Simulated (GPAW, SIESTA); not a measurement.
A GPAW input for a self-consistent single point of MnO₂ (P4_2/mnm, 6 atoms in the cell) (DFT PBE, plane waves, GPAW PAW datasets PBE (gpaw-data 1.0.1)):

```python
from ase import Atoms
from ase.units import GPa
from gpaw import GPAW, PW

atoms = Atoms(['Mn', 'Mn', 'O', 'O', 'O', 'O'],
              cell=[[4.444424, 0.000000, 0.000000],
                    [0.000000, 4.444424, 0.000000],
                    [0.000000, 0.000000, 2.895751]],
              scaled_positions=[[0.000000, 0.000000, 0.000000],
                                [0.500000, 0.500000, 0.500000],
                                [0.304920, 0.304920, 0.000000],
                                [0.695080, 0.695080, 0.000000],
                                [0.195080, 0.804920, 0.500000],
                                [0.804920, 0.195080, 0.500000]],
              pbc=True)

atoms.set_initial_magnetic_moments([4.0, 4.0, 0.0, 0.0, 0.0, 0.0])

calc = GPAW(spinpol=True,
            mode=PW(950),
            xc='PBE',
            kpts=(5, 5, 7),
            occupations={'name': 'methfessel-paxton', 'width': 0.272, 'order': 0},
            nbands=-12,
            convergence={'forces': 0.001},
            symmetry={'symmorphic': False, 'tolerance': 0.0005},
            maxiter=150)

atoms.calc = calc

energy = atoms.get_potential_energy()
print('Energy (eV):', round(energy, 6))
forces = atoms.get_forces()
print('Forces (eV/Ang):')
print(forces.round(5))
stress = atoms.get_stress()
print('Stress (GPa, Voigt):', (stress / GPa).round(4))
```

Q: Translate this input to SIESTA.

A: This is the input that was run; spellings and numerical settings could be chosen otherwise.

```
# files in the folder: Mn.psml O.psml (PseudoDojo PBE standard)
SystemName  MnO2
SystemLabel MnO2

NumberOfAtoms                6
NumberOfSpecies              2
%block ChemicalSpeciesLabel
  1 25 Mn
  2 8 O
%endblock ChemicalSpeciesLabel
LatticeConstant              1.0 Bohr
%block LatticeVectors
     8.398744142    0.000000000    0.000000000
     0.000000000    8.398744142    0.000000000
     0.000000000    0.000000000    5.472176315
%endblock LatticeVectors
AtomicCoordinatesFormat      Fractional
%block AtomicCoordinatesAndAtomicSpecies
     0.000000000    0.000000000    0.000000000  1
     0.500000000    0.500000000    0.500000000  1
     0.304920000    0.304920000    0.000000000  2
     0.695080000    0.695080000    0.000000000  2
     0.195080000    0.804920000    0.500000000  2
     0.804920000    0.195080000    0.500000000  2
%endblock AtomicCoordinatesAndAtomicSpecies

XC.functional                GGA
XC.authors                   PBE
PAO.BasisSize                DZP
PAO.EnergyShift              0.005 Ry
MeshCutoff                   350 Ry
%block kgrid.MonkhorstPack
    5   0   0  0.0
    0   5   0  0.0
    0   0   7  0.0
%endblock kgrid.MonkhorstPack
OccupationFunction           MP
OccupationMPOrder            0
ElectronicTemperature        0.272 eV
Spin                         polarized
%block DM.InitSpin
  1 +4.00
  2 +4.00
  3 +0.00
  4 +0.00
  5 +0.00
  6 +0.00
%endblock DM.InitSpin

MaxSCFIterations             150
SCF.Mixer.Method             Broyden
SCF.Mixer.Weight             0.1
SCF.Mixer.History            8
SCF.DM.Tolerance             1.0E-04
Diag.ParallelOverK           true
WriteForces                  true
Charge.Mulliken              end
```

Basis settings and potentials, where a program has them, do not carry over. This input uses DFT, GGA PBE, numerical atomic orbitals DZP, PseudoDojo PBE standard norm-conserving potentials (rewritten from UPF to PSML).

The starting cell comes from a database of computed structures (which also holds hypothetical and non-ambient phases and stackings), without a prior relaxation at this level. Its lattice was rescaled by a random factor within 2.5 % of one.
